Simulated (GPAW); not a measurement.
Band structure of VCu₃S₄ (P-43m, 8 atoms in the cell).

```
CELL_PARAMETERS angstrom
      5.36988     0.00000     0.00000
      0.00000     5.36988     0.00000
      0.00000     0.00000     5.36988
ATOMIC_POSITIONS crystal
  V  0.00000 0.00000 0.00000
  Cu 0.00000 0.50000 0.00000
  Cu 0.50000 0.00000 0.00000
  Cu 0.00000 0.00000 0.50000
  S  0.76292 0.23708 0.76292
  S  0.23708 0.23708 0.23708
  S  0.23708 0.76292 0.76292
  S  0.76292 0.76292 0.23708
```

Method of the run: PBEsol, GPAW PAW datasets PBEsol (made by gpaw-setup) (plane waves; GPAW).

Settings: mode = pw; ecut = 800 eV; xc = PBEsol; kpts = 5 5 5; mesh shift (steps) = 0 0 0; occupations.name = fermi-dirac; occupations.width = 0.05 eV; nbands = -8; convergence.bands = -6; symmetry.symmorphic = false; symmetry.tolerance = 0.0005; maxiter = 150; bandpath_npoints = 40.

The starting cell comes from a database of computed structures (which also holds hypothetical and non-ambient phases and stackings), without a prior relaxation at this level.

Problem. Predict the gap along the standard path and the places of the band edges.

Solution. The gap along the path is 1.02 eV, from R to X; the smallest direct gap on it is 1.37 eV.

Levels in eV from the top of the valence band on the SCF mesh, bands 32 to 39:
```
point     32     33     34     35    36    37    38    39
-----  -----  -----  -----  -----  ----  ----  ----  ----
Γ      -1.32  -0.48  -0.48  -0.48  1.30  1.30  2.00  2.00
X      -1.19  -1.18  -0.42  -0.42  1.19  1.47  1.75  1.99
M      -1.52  -0.78  -0.78   0.00  1.42  1.61  1.78  2.19
R      -1.75   0.17   0.17   0.17  1.73  1.73  2.34  2.34
```
